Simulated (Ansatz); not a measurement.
The parent structure is Zr in the hcp (Mg type) structure (space group P6_3/mmc, No. 194; a = 3.244 Å, c = 5.158 Å; relaxed with 0.1 eV smearing). Axes: x lies along a and z along c of the hexagonal cell.

Method: plane-wave PAW DFT at the r2SCAN level (Ansatz, an electronic-structure program, 500 eV), without spin-orbit coupling.

Modification: the cell is stretched by 3.00 % along x with no lateral relaxation; the atoms relax in the strained cell.

Task: What does the calculation give for the stress after the change?

Result: The stress (xx, yy, zz, yz, xz, xy; compression positive) comes out as (-4.0, -2.0, -1.9, 0.0, 0.0, 0.0) GPa.

Task: Estimate the effect on the energy relative to the base.

Result: The energy rises by 9.1 meV/atom.

No phonon test of stability was made. The final runs are not spin-polarised.
